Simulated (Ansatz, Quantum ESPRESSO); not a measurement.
# Code comparison for LuB2Ru3 (P6/mmm, 6 atoms in the cell)

Self-consistent single point.

```
CELL_PARAMETERS angstrom
      5.43879     0.00000     0.00000
     -2.71940     4.71013     0.00000
      0.00000     0.00000     3.01059
ATOMIC_POSITIONS crystal
  Lu 0.00000 0.00000 0.00000
  B  0.66667 0.33333 0.00000
  B  0.33333 0.66667 0.00000
  Ru 0.50000 0.00000 0.50000
  Ru 0.50000 0.50000 0.50000
  Ru 0.00000 0.50000 0.50000
```

All programs got the same cell, k-point mesh and kind of occupations (in Ansatz's words: kpoints.mp_grid.grid = 6 6 9; scf.occupations.method = gaussian; scf.occupations.width = 0.272 eV); potentials, basis and cutoffs are each program's usual ones.

| code | model | pressure (GPa) | cutoff |
|---|---|---|---|
| Ansatz | LDA (PW92), default PAW files made with PBE | -8.67 | default |
| Quantum ESPRESSO | LDA (PZ), PSlibrary PAW (LDA) pseudopotentials | -9.92 | 60 Ry |

The spread over the programs that give each value: pressure within 1.25 GPa.

The starting cell comes from a database of computed structures (which also holds hypothetical and non-ambient phases and stackings), without a prior relaxation at this level. On Ansatz's run: Spin-orbit coupling is off. Spin polarisation is off. With a pressure of about -9 GPa the cell is away from its equilibrium volume at this level.

Q: Why do the programs differ, and what cannot be compared?

A: Differences of this kind can come from the potentials, where these differ, and from what each basis and cutoff leave unconverged. The valence holds different numbers of electrons (Ansatz (a quantum-chemistry and plane-wave program) 79, Quantum ESPRESSO 65). The zero of total energies and Fermi levels follows the potentials and each program's conventions, so they are not compared here. Ansatz's pressure is given at a fixed set of plane waves, as the other plane-wave codes print theirs; with its correction for the finite basis it is -8.58 GPa. The same LDA comes in different parametrisations, which differ slightly.

Left out of this page: ABINIT (stopped by limits of time or memory); GPAW, Elk and FLEUR (not drawn, or without a comparable value).

Keys are those of Ansatz 0.2.
